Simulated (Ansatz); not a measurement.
The starting structures come from a database of crystals and need not be the phases stable at ambient conditions.

 Where the default PAW files enter, the runs use the earlier of Ansatz's two default sets.

By LDA, the system below comes out a metal.

Without scattering a metal conducts by its projected Fermi surface.

Consider the following.

```
CELL_PARAMETERS angstrom
      3.96878     0.00000     0.00000
      0.00170     3.96878     0.00000
      1.91193     1.91111     7.31417
ATOMIC_POSITIONS crystal
  Y  0.37446 0.62554 0.75000
  Y  0.62554 0.37446 0.25000
  Si 0.95701 0.20859 0.58513
  Si 0.04299 0.79141 0.41487
  Si 0.79141 0.04299 0.91487
  Si 0.20859 0.95701 0.08513
```

Space group of this cell: C2/c. The cell is taken as given; by LDA its mean pressure is -4.3 GPa.

The current flows along the normal of the first two printed cell vectors. No spin-orbit coupling; the value is a mean over 0.1 eV about the Fermi level.

Problem. Predict the ballistic conductance per area from Ansatz (a program for electronic structure) with LDA.

Solution. 0.65 × 10¹⁵ S/m² for both spins.
